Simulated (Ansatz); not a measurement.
For BGeSiN (model structure, started from the AlSiCN type, R3m, No. 160, 4 atoms in the cell), PBEsol (Ansatz, a quantum-chemistry and plane-wave program, plane waves, PAW) gives:

```
Quantity                    Value
-------------------  ------------
lattice parameter a       3.259 Å
c axis length            16.332 Å
bulk modulus B0           127 GPa
cohesive energy      5.16 eV/atom
```

Task: What does r²SCAN (Ansatz, plane waves, PAW) give for the same quantities?

Result: 
- lattice constant a: 3.268 Å (goes up by 0.3 %)
- lattice parameter c: 16.322 Å (drops by 0.1 %)
- bulk modulus: 132 GPa (grows by 3.9 %)
- cohesive energy: 4.67 eV/atom (falls by 0.49 eV/atom)

Changes are worked out from the printed values.

Unless a cell is named, each level is at its own relaxed cell (PBEsol 12.52, r²SCAN 12.58 Å³/atom).

Caveats: the bulk modulus is −V dP/dV from two relaxed cells at ±2 % in volume (PBEsol, r²SCAN). Ansatz's density-functional and Hartree–Fock values are scalar-relativistic unless marked +SOC, with PAW data made under PBE.

A model structure was made by putting elements into a prototype or built by hand; it is no filed structure, need not be a known phase, and can be a saddle point held by its symmetry.
